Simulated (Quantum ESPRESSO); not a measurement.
## Short convergence ladders for WS2 (R3m, 3 atoms in the cell)

```
CELL_PARAMETERS angstrom
      1.58766    -0.91663     6.47033
      0.00000     1.83327     6.47033
     -1.58766    -0.91663     6.47033
ATOMIC_POSITIONS crystal
  W  0.00325 0.00325 0.00325
  S  0.41411 0.41411 0.41411
  S  0.25392 0.25392 0.25392
```

Base method: LDA (PW92), PseudoDojo standard norm-conserving (LDA) pseudopotentials (plane waves; Quantum ESPRESSO).

Base settings: ecutwfc = 70 Ry; occupations = fixed; potentials = {W: W.upf, S: S.upf}; K_POINTS = automatic 3 3 3 0 0 0; nbnd = 19; conv_thr = 1e-10 Ry.

The count of work is k-points × plane waves × bands × iterations; it is no time. Core times come from one kind of shared machine, to one figure; runs under 30 s give none.

**The cutoff for other potential files**

Level: DFT, LDA (PZ), plane waves, PSlibrary PAW (LDA, semicore) pseudopotentials.

In this ladder: nbnd = 26; pseudopotentials = {W: W.pz-spfn-kjpaw_psl.1.0.0.UPF, S: S.pz-n-kjpaw_psl.1.0.0.UPF}. Moved along: ecutrho.

The second cell is the first with its lattice scaled by 0.98.

The mesh stays at the base's, so the ladder's end is converged at best in this setting alone.

Only quantities that move along the ladder and can be compared are tabulated; the gap is left out on so coarse a mesh.

```tsv
ecutwfc	free energy less the last step's (meV/atom)	energy of the compressed cell less the first (meV/atom)	pressure (GPa)	largest difference of a force vector from the last step's (eV/Å)	count of work / last	core time / last (rough)
27 Ry	2481.61	-31.76	-79.97	0.013	0.099	–
33 Ry	635.28	26.70	-35.55	0.040	0.15	0.1
42 Ry	87.00	6.52	-5.79	0.017	0.19	0.1
51 Ry	41.14	6.28	-5.26	0.007	0.30	0.2
60 Ry	14.92	5.80	-4.56	0.002	0.36	0.3
72 Ry	7.48	5.68	-4.16	0.000	0.46	0.3
120 Ry	0.00	5.65	-4.09	0.000	1.0	1
```

Coarsest ecutwfc that holds the pressure within 1 GPa of the last step, with all finer ones: 60 Ry, at 0.36 of the last step's count of work and about 0.3 of the last step's time; the step before is off by 1.2 GPa.

Coarsest ecutwfc that holds the energy of the compressed cell less the first within 1 meV/atom of the last step, with all finer ones: 42 Ry, at 0.19 of the last step's count of work and about 0.1 of the last step's time; the step before is off by 21 meV/atom.

Coarsest ecutwfc that holds the forces within 0.01 eV/Å of the last step, with all finer ones: 51 Ry, at 0.30 of the last step's count of work and about 0.2 of the last step's time; the step before is off by 0.017 eV/Å.

At the lowest cutoff the pressure lies 75.9 GPa under the last step's, the usual sign of Pulay stress in an incomplete plane-wave basis.

**The relaxed cell against the cutoff**

On WS2 (R3m, 3 atoms in the cell): atoms on their sites.

In this ladder: calculation = vc-relax; tprnfor = default; tstress = default.

The mesh stays at the base's, so the ladder's end is converged at best in this setting alone.

Only quantities that move along the ladder and can be compared are tabulated; the gap is left out on so coarse a mesh.

| ecutwfc | relaxed volume (Å³/atom) | relaxation steps | core time / last (rough) |
|---|---|---|---|
| 35 Ry | 15.694 | 9 | 0.05 |
| 42 Ry | 16.639 | 9 | 0.1 |
| 49 Ry | 17.335 | 10 | 0.09 |
| 70 Ry | 17.799 | 12 | 0.3 |
| 105 Ry | 17.803 | 12 | 1 |

Coarsest ecutwfc that holds the relaxed volume within 0.089 Å³/atom of the last step, with all finer ones: 70 Ry, at about 0.3 of the last step's time; the step before is off by 0.47 Å³/atom.

At the lowest cutoff the cell relaxes to a volume 12 % smaller than at the highest.

On the base run: the starting cell comes from a database of computed structures (which also holds hypothetical and non-ambient phases and stackings), without a prior relaxation at this level. Its lattice was rescaled by up to half a per cent. One atom was moved a little off its site on purpose. In the base run, forces exceed 1 eV/Å.
